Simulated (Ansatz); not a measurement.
AlP under load (space group F-43m), PBE with spin-orbit coupling, rigid bands (Ansatz, a program for electronic structure). Condition of this run: hydrostatic pressure of -2.8 GPa (compression positive) (the target of the relaxation). Band gap 1.64 eV, N_c = 1.85e19 cm⁻³ and N_v = 5.95e19 cm⁻³ at 300 K, conductivity masses of 0.352 mₑ (electrons) and 0.712 mₑ (holes). Take k_BT = 0.02585 eV.

Question: What thermal injection velocity √(2k_BT/πm) limits a ballistic channel?

Answer: 9.07e6 cm/s for electrons and 6.38e6 cm/s for holes, a ratio of √(m_h/m_e) = 1.42, for dilute carriers.

Question: A film of it is 8 nm thick. Estimate the confinement energies in an infinite well.

Answer: ħ²π²/(2m t²) = 0.376 eV·nm²/(m/mₑ × t²) gives 16.7 meV for electrons and 8.25 meV for holes, so the gap would widen to about 1.66 eV. Finite barriers and nonparabolic bands lower this, and with several valleys or bands the heaviest mass along the normal sets the lowest level, not this average.

Question: Find the intrinsic carrier density and the intrinsic Fermi level.

Answer: n_i = √(N_c N_v) exp(−E_g/2k_BT) = 3.32e19 × exp(−31.72) = 5.6e5 cm⁻³. The level lies (k_BT/2) ln(N_v/N_c) = 15 meV from mid-gap (positive towards the conduction band). Each 0.1 eV added to the gap lowers n_i by a factor of 6.9.

Rigid bands with the computed gap; masses take one relaxation time for all states. Geometry: cell and atoms relaxed with PBEsol.
